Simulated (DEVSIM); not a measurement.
Simulated with DEVSIM: 1D drift-diffusion, Boltzmann statistics, complete ionisation; no tunnelling, impact ionisation, image-force lowering or self-heating. Metal contacts follow the ideal Schottky-Mott rule: no Fermi-level pinning, no interface dipoles.

Device: Schottky contact on n-type β-Ga2O3, at 300 K.

| layer (left to right) | material | thickness (μm) | Nd (cm⁻³) | τn (s) | τp (s) |
|---|---|---|---|---|---|
| 1 | β-Ga2O3 | 4.20 | 1.5e17 | 2.9e-8 | 2.9e-8 |
| 2 | β-Ga2O3 | 0.800 | 1.5e18 | 2.9e-8 | 2.9e-8 |

Left contact: Schottky, work function 5.25 eV, emission velocity 2.5e6 cm/s. Right contact: ohmic. Voltage is applied to the left contact. Recombination: SRH at mid-gap. Mobility is μmin + (μ − μmin)/(1 + (N/Nref)^α).

This is a model device: material constants are rounded textbook-type values typed into the input, and sizes, dopings and lifetimes were drawn at random. Values at 300 K. The table also holds parameters that only a changed run uses.

```csv
parameter,β-Ga2O3
gap (eV),4.8
affinity (eV),4
permittivity,10
Nc (cm⁻³),3.7e18
Nv (cm⁻³),5e20
μn (cm²/Vs),160
μp (cm²/Vs),1
"μn,min",20
"μp,min",0.1
"Nref,n",1e18
"Nref,p",1e18
αn,0.8
αp,0.8
Cn (cm⁶/s),1e-31
Cp (cm⁶/s),1e-31
```

One input was changed, with this effect: dark forward voltage at 100 A/cm² 1.023 → 1.073 V; dark forward voltage at 1 A/cm² 0.887 → 0.937 V; potential step across the device at zero bias 1.227 → 1.277 V.

### Question
Which change was it?
(A) constant mobility in place of the doping-dependent one
(B) Auger recombination switched on
(C) minority lifetime in layer 1 2.9e-08 → 8.7e-09 s
(D) doping Nd of layer 2 1.5e+18 → 1.5e+17 cm^-3
(E) metal work function 5.25 → 5.3 eV

### Answer
E, metal work function 5.25 → 5.3 eV
